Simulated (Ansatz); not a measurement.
## InBi (model structure, started from the NiAs type, P6₃/mmc, No. 194, 4 atoms in the cell)

Computed with PBEsol (Ansatz, a program for electronic structure, plane waves, PAW).

Run with plane-wave cutoff 500 eV, 18×18×10 k mesh (along the axes of the cell as run), Fermi–Dirac smearing 0.1 eV, scalar-relativistic PAW data made under PBE.

Cell (relaxed at this level):

BiIn is taken in the hexagonal space group P6₃/mmc (No. 194), the NiAs type structure, Pearson symbol hP4. Conventional cell: a = 4.215 Å, b = 4.215 Å, c = 7.801 Å, α = 90.00°, β = 90.00°, γ = 120.00°. In on 2a is surrounded by 6 Bi at 3.119 Å (octahedral). Bi on 2c is surrounded by 6 In at 3.119 Å (trigonal prismatic). (Neighbours: up to the widest gap in distance over summed covalent radii, below 1.35, at either atom.)

```yaml
band_gap: none
```

Note: the relaxation could raise the start's symmetry but not lower it, so the cell can be a saddle point.

Spin–orbit coupling is not included; it can shift volumes and moduli of such heavy elements.

Static lattice: no zero-point or thermal effects.

A model structure was made by putting elements into a prototype or built by hand; it is no filed structure, need not be a known phase, and can be a saddle point held by its symmetry.
